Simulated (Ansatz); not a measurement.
# Point defects in SiC

The parent structure is a 16-atom supercell of SiC (space group P6_3mc, No. 186; a = 3.078 Å, c = 10.077 Å) at its relaxed geometry.

One neutral defect a cell, atoms relaxed at fixed cell.

Method: r2SCAN (Ansatz, an electronic-structure program; PAW; 500 eV plane waves; scalar-relativistic without spin-orbit coupling), earlier PAW set.

```csv
case,largest displacement of a host atom from its site in the perfect cell,pressure
perfect supercell,–,0.0 GPa
Re on a Si site,0.15 Å,8.5 GPa
"Pb on a C site, symmetric start",0.59 Å,32.6 GPa
"H interstitial (started 1.97 Å from the nearest host atom), symmetric start",0.05 Å,2.7 GPa
C on a Si site (antisite),0.20 Å,-11.6 GPa
```

The magnetic state is the one reached from the starting moments; the real material's order can differ, and small cells can't hold many antiferromagnetic ones. The cell is small, so the values are those of an ordered compound at a high defect concentration; dilute-limit values will differ. A case with no gap was solved on a k-mesh chosen for an insulator, which is coarse for it. Defects with a symmetric start kept the site's symmetry and may sit on a saddle; the others started slightly shaken. Starting moments died away, wholly or in part, for Pb on a C site and C on a Si site (antisite); another magnetic solution may exist.
